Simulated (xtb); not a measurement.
xtb 6.7.1, GFN1-xTB: CC1(C)c2ccccc2-c2ccc(-c3cc4sc(-c5ccc6ccccc6c5)cc4s3)cc21, 55 atoms. The geometry is a generated start, not checked to be a minimum at this level.

```
Property                                                                                                        Value
------------------------  -------------------------------------------------------------------------------------------
method                                                                                                       GFN1-xTB
--acc                                                                                                     1 (default)
--etemp (K)                                                                                             300 (default)
detailed input (--input)  none: ANC optimiser, Lindh (1995) Hessian, microcycle=20, maxdispl=1.0, hlow=0.01 (default)
basis functions                                                                                                   188
valence electrons                                                                                                 158
```

The structure is relaxed from this start with --opt LEVEL for the levels crude, sloppy, loose, lax, normal, tight, vtight, extreme, once each. Up to the end of the extreme run atoms move by at most 1.4 Å along an axis.

Question: Which level is enough to come within 20 meV of the tightest end point?

Answer: sloppy: 16 cycles against 68, ending 9.5 meV above.

| level | cycles | energy above the extreme run (meV) | gradient norm (eV/Å) |
|---|---|---|---|
| crude | 11 | 31 | 0.28 |
| sloppy | 16 | 9.5 | 0.26 |
| loose | 19 | 5.5 | 0.16 |
| lax | 23 | 3.0 | 0.096 |
| normal | 31 | 0.59 | 0.015 |
| tight | 39 | 0.21 | 0.0064 |
| vtight | 45 | 0.14 | 0.0039 |
| extreme | 68 | — | 0.0012 |
